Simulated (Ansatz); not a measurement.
Input and output of a self-consistent single point for BaLi2Mg2Si2 (R-3m, 7 atoms in the cell) (Ansatz, a first-principles code)

Method of the run: LDA (PW92), default PAW files made with PBE (plane waves; Ansatz).

The input file:

Ansatz 0.2 input:
```yaml
crystal:
  lattice:
    - [2.28347900, 1.31836700, 8.69510600]
    - [-2.28347900, 1.31836700, 8.69510600]
    - [0.00000000, -2.63673400, 8.69510600]
  atoms:
    - { symbol: Ba, position: [0.00000000, 0.00000000, 0.00000000] }
    - { symbol: Li, position: [0.57044300, 0.57044300, 0.57044300] }
    - { symbol: Li, position: [0.42955700, 0.42955700, 0.42955700] }
    - { symbol: Mg, position: [0.86432700, 0.86432700, 0.86432700] }
    - { symbol: Mg, position: [0.13567300, 0.13567300, 0.13567300] }
    - { symbol: Si, position: [0.75789700, 0.75789700, 0.75789700] }
    - { symbol: Si, position: [0.24210300, 0.24210300, 0.24210300] }
basis:
  ecutwfc: 420.0
kpoints:
  mp_grid:
    grid: [8, 8, 8]
hamiltonian:
  xc: lda
  pseudopotentials:
    kind: paw
scf:
  occupations:
    method: fermi_dirac
    width: 0.1
output:
  forces: true
  eigenvalues: true
  stress: true
```

Log, with long lists cut:

```
WARN ansatz: RAYON_NUM_THREADS=1 ignored (pool sized by the plan → 1); use --threads N
basis.fft_grid_basis auto: the FFT boxes are laid along the combinations [[1, 0, -1], [0, 1, -1], [0, 0, 1]] of the cell's own vectors, 4.567, 4.567 and 9.086 …
Pseudopotentials: kind: paw
Pseudopotential: Ba, paw, valence charge 10
Pseudopotential: Li, paw, valence charge 3
Pseudopotential: Mg, paw, valence charge 10
Pseudopotential: Si, paw, valence charge 4
Crystal: 7 atoms, lattice volume = 157.058 Å³
Basis set: ecut = 420 eV, 3101 PW (Γ), FFT grids on a1−a3, a2−a3, a3
Bands: 29, of which v1, the nominal top of the filled ones, is band 22 counted from 1 (21 counted from 0)
Symmetry: 12 space group operations
Space group: R-3m (ITA 166), of the structure as read, at distance tolerance 5.4e-5 Å
k-points: 65 of 512
PAW frozen core: Ba, regenerated for the run's functional, and the local potential with it
PAW frozen core: Mg, regenerated for the run's functional, and the local potential with it
PAW frozen core: Si, regenerated for the run's functional, and the local potential with it
Initial density: superposition of atomic densities (neutral atoms: chi_scale 0, normalization atom), corrected by the library's trained network
Initial wavefunctions: pseudopotential atomic-orbital guess
Eigensolver: davidson
Functional: x = slater, c = lda
SCF iter   1: F=—  HF=-11205.806263 eV  |F-HF|=—  |Δ(HF+E_count)|=         —  Δρ=5.34e-3  dr2=3.61e-2  ethr=1.77e-3  ⟨swp⟩=8.1  Hψ=9926  notcnv=0
all-band conjugate gradients solve this SCF's bands
preconditioner: auto → Kerker (q_TF=auto, 2.207 Å⁻¹)
SCF iter   2: F=—  HF=-11205.788567 eV  |F-HF|=—  |Δ(HF+E_count)|=   1.77e-2  Δρ=2.77e-3  dr2=1.67e-2  ethr=8.20e-5  ⟨swp⟩=2.5  Hψ=3445  notcnv=0
SCF iter   3: F=—  HF=-11205.783646 eV  |F-HF|=—  |Δ(HF+E_count)|=   4.92e-3  Δρ=7.21e-4  dr2=1.18e-3  ethr=3.80e-5  ⟨swp⟩=2.2  Hψ=3127  notcnv=0
SCF iter   4: F=—  HF=-11205.783447 eV  |F-HF|=—  |Δ(HF+E_count)|=   1.99e-4  Δρ=1.97e-4  dr2=1.26e-4  ethr=2.69e-6  ⟨swp⟩=1.1  Hψ=1890  notcnv=0
SCF iter   5: F=—  HF=-11205.783437 eV  |F-HF|=—  |Δ(HF+E_count)|=   1.08e-5  Δρ=4.17e-5  dr2=8.97e-6  ethr=2.87e-7  ⟨swp⟩=2.0  Hψ=2336  notcnv=0
SCF iter   6: F=—  HF=-11205.783497 eV  |F-HF|=—  |Δ(HF+E_count)|=   6.06e-5  Δρ=1.21e-5  dr2=1.40e-6  ethr=2.04e-8  ⟨swp⟩=1.9  Hψ=2306  notcnv=0
SCF iter   7: F=—  HF=-11205.783497 eV  |F-HF|=—  |Δ(HF+E_count)|=   1.45e-7  Δρ=3.91e-6  dr2=2.03e-7  ethr=3.19e-9  ⟨swp⟩=1.7  Hψ=2111  notcnv=0
SCF iter   8: F=-11205.783497 eV  HF=-11205.783497 eV  |F-HF|=4.70e-9  |Δ(HF+E_count)|=   2.87e-8  Δρ=8.68e-7  dr2=6.11e-9  ethr=2.27e-10  ⟨swp⟩=5.5  Hψ=8110  notcnv=0
SCF 1 converged in 8 iterations: F = -11205.783497 eV  dr2 = 6.11e-9
SCF converged after 8 iterations
Free energy (F): -11205.783497 eV
Harris-Foulkes:  -11205.783497 eV  (|F-HF|=4.70e-9)
Internal energy: -11205.745376 eV  (E = F + TS)
E sigma→0 (E₀):  -11205.764436 eV
Entropy (-TS):   -0.038121 eV (-5.446 meV/atom)
Fermi energy:    5.745927 eV
--- Per-component energies (eV) ---
  E_band       = -921.087880
  E_kinetic    = 442.384121
  E_local      = -4374.794311  (includes V_loc(G=0)·N_el)
  E_nonlocal   = 240.231471
  E_hartree    = 1612.933535
  E_xc         = -353.890190
  E_vxc        = -330.809464  (∫ρ·V_xc dr)
  E_paw        = -6608.959494  (= ΣΔE_a)
  E_vpaw       = -123.967815  (= ΣTr[D̂ρ^β])
  E_aug_tail   = 0.000033  (compensation charges beyond the density's cutoff)
  E_ewald      = -2164.402677
  E_core_change = 0.752136  (= ΣΔE_core)
  E_smearing   = -0.038121  (= −TS)
  E_closure    = 0.000000  (closes the sum)
  Σ components = -11205.783497   (vs F -11205.783497, Δ=0.00e0)
--- Forces (eV/Å), atoms counted from 1 ---
  atom   1  Ba    -0.00000000     0.00000000    -0.00000000
  atom   2  Li     0.00000000     0.00000000    -0.01525551
  atom   3  Li     0.00000000    -0.00000000     0.01525551
  atom   4  Mg     0.00000000    -0.00000000    -0.00750279
  atom   5  Mg     0.00000000     0.00000000     0.00750279
  atom   6  Si    -0.00000000    -0.00000000    -0.00367023
  atom   7  Si     0.00000000     0.00000000     0.00367023
  max |Σ_I F_I| component: 9.25e-18 eV/Å
--- Stress (GPa, compression-positive) ---
       -2.485878       0.000000       0.000000
        0.000000      -2.485878       0.000000
        0.000000       0.000000      -2.084912
  P = ⅓ Tr σ = -2.3522 GPa (-23.522 kbar)
  The stress holds the Pulay correction. Without it, at fixed plane waves, as pw.x and ABINIT print it: P = -2.3642 GPa
--- Band table (eV; the first three rows and the last of 65) ---
  k-point 0: bands = ["-69.2769", "-69.2745", "-39.2649", "-39.2646", "-36.7105", "-36.7105", "-36.7008", "-36.6993", "-36.6993", "-36.6935", "-22.2012", "-7.4950", "-7.2440", "-7.2440", "-2.3419", "-1.1187", "2.0807", "5.3128", "5.3128", "5.5766", [...]
  k-point 1: bands = ["-69.2768", "-69.2746", "-39.2649", "-39.2645", "-36.7106", "-36.7105", "-36.7025", "-36.6992", "-36.6978", "-36.6934", "-22.1980", "-7.4818", "-7.2983", "-7.2557", "-2.2302", "-1.0913", "2.2468", "4.6119", "5.0435", "5.1342", [...]
  k-point 2: bands = ["-69.2766", "-69.2748", "-39.2649", "-39.2645", "-36.7111", "-36.7105", "-36.7044", "-36.6988", "-36.6960", "-36.6933", "-22.1902", "-7.4504", "-7.4237", "-7.2835", "-1.9293", "-1.0093", "2.5950", "3.5928", "4.0106", "4.5635", [...]
  k-point 64: bands = ["-69.2769", "-69.2745", "-39.2649", "-39.2646", "-36.7105", "-36.7105", "-36.7008", "-36.6993", "-36.6993", "-36.6935", "-22.2012", "-7.4977", "-7.2441", "-7.2441", "-2.0954", "-1.5234", "2.9349", "3.8578", "5.5422", "5.5422", [...]
```

The run converged in 8 iterations.

The starting cell comes from a database of computed structures (which also holds hypothetical and non-ambient phases and stackings), without a prior relaxation at this level. Its lattice was rescaled by up to half a per cent. Ansatz's pressure includes its estimate of the finite-basis (Pulay) stress.
